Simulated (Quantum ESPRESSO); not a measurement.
Input and output of a self-consistent single point for YC2 (P1, 3 atoms in the cell) (Quantum ESPRESSO).

Computed with PBEsol, SSSP 1.1.2 efficiency (PBE) pseudopotentials (plane waves; Quantum ESPRESSO).

```
CELL_PARAMETERS angstrom
     -1.83685     1.83685     3.09306
      1.83685    -1.83685     3.09306
      1.83685     1.83685    -3.09306
ATOMIC_POSITIONS crystal
  Y  0.98927 0.00852 0.00497
  C  0.61680 0.59278 0.99330
  C  0.39393 0.39870 0.00174
```

Reference input (self-consistent single point, DFT, PBEsol, plane waves, SSSP 1.1.2 efficiency (PBE) pseudopotentials): ecutwfc = 45 Ry; ecutrho = 360 Ry; occupations = smearing; smearing = fermi-dirac; degauss = 0.0073499 Ry; input_dft = pbesol; potentials = {Y: Y_pbe_v1.uspp.F.UPF, C: C.pbe-n-kjpaw_psl.1.0.0.UPF}; K_POINTS = automatic 7 7 9 0 0 0; conv_thr = 1e-10 Ry; mixing_beta = 0.7. This run's input differs from it in these lines:

```diff
@@ -33,3 +33,3 @@
 K_POINTS automatic
-7 7 9  0 0 0
+5 5 6  0 0 0
 CELL_PARAMETERS alat
```

Log, with long lists cut:

```
     Self-consistent Calculation

     iteration #  1     ecut=    45.00 Ry     beta= 0.70

---- Real-time Memory Report at c_bands before calling an iterative solver
           150 MiB given to the printing process from OS
           107 MiB allocation reported by mallinfo(arena+hblkhd)
------------------

     negative rho (up, down):  4.402E-02 0.000E+00

     total energy              =    -123.39714990 Ry
     estimated scf accuracy    <       0.49566637 Ry

     iteration #  2     ecut=    45.00 Ry     beta= 0.70

---- Real-time Memory Report at c_bands before calling an iterative solver
   [... lines left out ...]
           255 MiB given to the printing process from OS
           137 MiB allocation reported by mallinfo(arena+hblkhd)
------------------

     negative rho (up, down):  4.435E-02 0.000E+00

     total energy              =    -123.59323204 Ry
     estimated scf accuracy    <          1.8E-10 Ry

     iteration # 11     ecut=    45.00 Ry     beta= 0.70

---- Real-time Memory Report at c_bands before calling an iterative solver
           256 MiB given to the printing process from OS
           137 MiB allocation reported by mallinfo(arena+hblkhd)
------------------

     negative rho (up, down):  4.435E-02 0.000E+00
     End of self-consistent calculation

     the Fermi energy is    10.9225 ev

!    total energy              =    -123.59323204 Ry
     estimated scf accuracy    <          8.1E-11 Ry
     smearing contrib. (-TS)   =      -0.00238770 Ry
     internal energy E=F+TS    =    -123.59084434 Ry

      -> PAW hartree energy AE =      16.26905321 Ry
      -> PAW hartree energy PS =     -16.25103256 Ry
      -> PAW xc energy AE      =     -20.11595240 Ry
      -> PAW xc energy PS      =       8.25402198 Ry
      -> total E_H with PAW    =      14.36732133 Ry
      -> total E_XC with PAW   =     -42.63732140 Ry

     convergence has been achieved in  11 iterations

     negative rho (up, down):  4.435E-02 0.000E+00

     Forces acting on atoms (cartesian axes, Ry/au):

   [... lines left out ...]
     Total force =     0.062762     Total SCF correction =     0.000006
   [... lines left out ...]

     negative rho (up, down):  4.435E-02 0.000E+00
          total   stress  (Ry/bohr**3)                   (kbar)     P=      -43.79
  -0.00021915  -0.00002901  -0.00000573          -32.24       -4.27       -0.84
  -0.00002901  -0.00020649   0.00000232           -4.27      -30.38        0.34
  -0.00000573   0.00000232  -0.00046731           -0.84        0.34      -68.74

   JOB DONE.
```

The run converged in 11 iterations. Against the reference run the free energy falls by 4.3 meV/atom, the pressure stays near -4.38 GPa while the zz stress (positive for compression) goes from -6.53 to -6.87 GPa and the largest force goes from 1.243 to 1.271 eV/Å. The full log also holds: “c_bands:  1 eigenvalues not converged”.

The starting cell comes from a database of computed structures (which also holds hypothetical and non-ambient phases and stackings), without a prior relaxation at this level. Its atoms were displaced at random from the sites of space group no. 139. With a pressure of about -4 GPa the cell is away from its equilibrium volume at this level. Forces in this geometry exceed 1 eV/Å.

Cost on one core of a shared machine: roughly 2 min.
